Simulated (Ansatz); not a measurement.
Start from MoTe2 (space group P6_3/mmc, No. 194; a = 3.4340 Å, c = 13.3294 Å; layered, stacked along the Cartesian z axis).

Level of theory: plane-wave PAW DFT at the PBEsol-D3(BJ) level (Ansatz, an electronic-structure program, 420 eV), without spin-orbit coupling.

Before the change:

| Quantity | Result |
|---|---|
| Gap character | indirect, K–Γ (81 % along) → K–Γ (44 % along) |

Now apply this change: an isotropic linear strain of +0.60 %, atoms relaxed at fixed cell.

What happens to the largest internal atomic displacement, energy relative to the base, gap character and mean gap deformation potential ΔEg/Δln V?

The largest internal atomic displacement comes out as 0.015 Å; the energy goes up by 1.4 meV/atom; the gap character remains indirect, K–Γ (81 % along) → K–Γ (44 % along); the mean gap deformation potential ΔEg/Δln V amounts to +3.7 eV.

With Te present, leaving out spin-orbit coupling can change the band edges. Whether these cells are dynamically stable was not tested.
